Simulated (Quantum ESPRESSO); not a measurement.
Quantum ESPRESSO run on InCu2 (P6_3/mmc, 6 atoms in the cell): self-consistent single point.

Method: PBEsol, PSlibrary ultrasoft (PBE) pseudopotentials (plane waves; Quantum ESPRESSO 7.5).

```yaml
crystal:
  lattice:
    - [4.45475, 0.00000, 0.00000]
    - [-2.22737, 3.85793, 0.00000]
    - [0.00000, 0.00000, 5.36822]
  atoms:
    - { symbol: In, position: [0.66667, 0.33333, 0.75000] }
    - { symbol: In, position: [0.33333, 0.66667, 0.25000] }
    - { symbol: Cu, position: [0.00000, 0.00000, 0.00000] }
    - { symbol: Cu, position: [0.00000, 0.00000, 0.50000] }
    - { symbol: Cu, position: [0.66667, 0.33333, 0.25000] }
    - { symbol: Cu, position: [0.33333, 0.66667, 0.75000] }
```

Reference input (self-consistent single point, DFT, PBEsol, plane waves, PSlibrary ultrasoft (PBE) pseudopotentials): ecutwfc = 50 Ry; ecutrho = 300 Ry; occupations = smearing; smearing = gaussian; degauss = 0.0036749 Ry; input_dft = pbesol; potentials = {In: In.pbe-dn-rrkjus_psl.1.0.0.UPF, Cu: Cu.pbe-dn-rrkjus_psl.1.0.0.UPF}; K_POINTS = automatic 7 7 5 0 0 0; conv_thr = 1e-09 Ry; mixing_beta = 0.3. This run's input differs from it in these lines:

```diff
@@ -38,3 +38,3 @@
 K_POINTS automatic
-7 7 5  0 0 0
+14 14 10  0 0 0
```

Log, with long lists cut:

```
     Self-consistent Calculation

     iteration #  1     ecut=    50.00 Ry     beta= 0.30

     Threshold (ethr) on eigenvalues was too large:
     Diagonalizing with lowered threshold

     total energy              =    -768.81546357 Ry
     estimated scf accuracy    <       0.29723179 Ry

     iteration #  2     ecut=    50.00 Ry     beta= 0.30

     total energy              =    -768.86688569 Ry
     estimated scf accuracy    <       0.07086653 Ry

     iteration #  3     ecut=    50.00 Ry     beta= 0.30

     total energy              =    -768.87411925 Ry
     estimated scf accuracy    <       0.00823629 Ry

   [... 8 blocks of this kind left out ...]

     iteration # 12     ecut=    50.00 Ry     beta= 0.30

     total energy              =    -768.87514889 Ry
     estimated scf accuracy    <       0.00000001 Ry

     iteration # 13     ecut=    50.00 Ry     beta= 0.30
     End of self-consistent calculation

     Number of k-points >= 100: set verbosity='high' to print the bands.

     the Fermi energy is    12.7170 ev

!    total energy              =    -768.87514889 Ry
     estimated scf accuracy    <          1.4E-10 Ry
     smearing contrib. (-TS)   =      -0.00009099 Ry
     internal energy E=F+TS    =    -768.87505790 Ry

     convergence has been achieved in  13 iterations

     Forces acting on atoms (cartesian axes, Ry/au):

     atom    1 type  1   force =     0.00000000    0.00000000    0.00000000
   [... zero for the other atoms too ...]

     Total force =     0.000000     Total SCF correction =     0.000000

          total   stress  (Ry/bohr**3)                   (kbar)     P=      -60.47
  -0.00040241   0.00000000   0.00000000          -59.20        0.00        0.00
   0.00000000  -0.00040241   0.00000000            0.00      -59.20        0.00
  -0.00000000   0.00000000  -0.00042832           -0.00        0.00      -63.01

   JOB DONE.
```

The run converged in 13 iterations. Against the reference run the free energy falls by 2.3 meV/atom and the pressure stays near -6.05 GPa while the zz stress (positive for compression) goes from -5.57 to -6.30 GPa.

The starting cell comes from a database of computed structures (which also holds hypothetical and non-ambient phases and stackings), without a prior relaxation at this level. Spin polarisation is off. With a pressure of about -6 GPa the cell is away from its equilibrium volume at this level.

Cost on one core of a shared machine: roughly 4 min.
